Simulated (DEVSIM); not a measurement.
Structure: abrupt GaAs n-p junction, at 350 K.

```csv
layer (left to right),material,thickness (μm),Nd (cm⁻³),Na (cm⁻³),τn (s),τp (s)
1,GaAs,0.270,5.5e16,-,5.9e-9,5.9e-9
2,GaAs,3.00,-,8.9e16,5.9e-9,5.9e-9
```

Left contact: ohmic. Right contact: ohmic. Voltage is applied to the left contact. Recombination: SRH at mid-gap, Auger. Mobility is constant in doping. Where it depends on doping, it is μmin + (μ − μmin)/(1 + (N/Nref)^α).

This is a model device: material constants are rounded textbook-type values typed into the input, and sizes, dopings and lifetimes were drawn at random. Values at 300 K; Nc and Nv go as T^1.5, mobilities as T to minus their exponent, the gap by Varshni's rule with the affinity fixed. The table also holds parameters that only a changed run uses.

```tsv
parameter	GaAs
gap (eV)	1.424
affinity (eV)	4.07
permittivity	12.9
Nc (cm⁻³)	4.7e17
Nv (cm⁻³)	9e18
μn (cm²/Vs)	8500
μp (cm²/Vs)	400
μn,min	500
μp,min	20
Nref,n	6e16
Nref,p	1.5e17
αn	0.39
αp	0.38
T exponent of μn	2.1
T exponent of μp	2.2
Cn (cm⁶/s)	1e-30
Cp (cm⁶/s)	1e-30
Varshni α (eV/K)	0.000541
Varshni β (K)	204
```

Simulated with DEVSIM: 1D drift-diffusion, Boltzmann statistics, complete ionisation; no tunnelling, impact ionisation, image-force lowering or self-heating.

Base results: dark forward voltage at 1 A/cm² (V) 0.900; potential step across the device at zero bias (V) 1.183; dark forward voltage at 100 A/cm² (V) 1.045.

Problem. What follows from this one change: thickness of layer 2 3 → 1 μm?

Solution. dark forward voltage at 1 A/cm² 0.900 → 0.880 V; potential step across the device at zero bias little changed (1.183 V); dark forward voltage at 100 A/cm² 1.045 → 1.021 V.

Problem. What follows from this one change: thickness of layer 1 0.27 → 0.16 μm?

Solution. dark forward voltage at 1 A/cm² 0.900 → 0.887 V; potential step across the device at zero bias little changed (1.183 V); dark forward voltage at 100 A/cm² 1.045 → 1.035 V.

Problem. What follows from this one change: temperature 350 → 400 K?

Solution. dark forward voltage at 1 A/cm² 0.900 → 0.796 V; potential step across the device at zero bias 1.183 → 1.114 V; dark forward voltage at 100 A/cm² 1.045 → 0.962 V.

Problem. What follows from this one change: doping-dependent mobility in place of the constant one?

Solution. dark forward voltage at 1 A/cm² 0.900 → 0.917 V; potential step across the device at zero bias little changed (1.183 V); dark forward voltage at 100 A/cm² 1.045 → 1.065 V.
